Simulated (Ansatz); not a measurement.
Gap of wurtzite InAs, (0001) cell, strained to InP -1.0% (InAs held in this type, which need not be the stable form; held in plane at the lattice of InP strained by -1 %), on one geometry relaxed at PBE.

Levels used, each named beside its values: r2SCAN (plane waves to 500 eV, PAW; Ansatz, a first-principles code); HSE06 (plane waves to 420 eV, PAW; Ansatz). Geometries and values that name no level are of the first. Scalar-relativistic, without spin–orbit coupling. Its k-point mesh 9×9×4, Fermi–Dirac width 0.01 eV. HSE06 ran on meshes of its own (6×6×3); its edges and gaps are taken over the mesh and over extra points off it, mostly where PBE has its edges.

| level | gap (eV) |
|---|---|
| r2SCAN | [?] |
| HSE06 | 0.18 |

Question: Fill in the missing entries.

Answer: 
- r2SCAN, gap (eV): 0.00
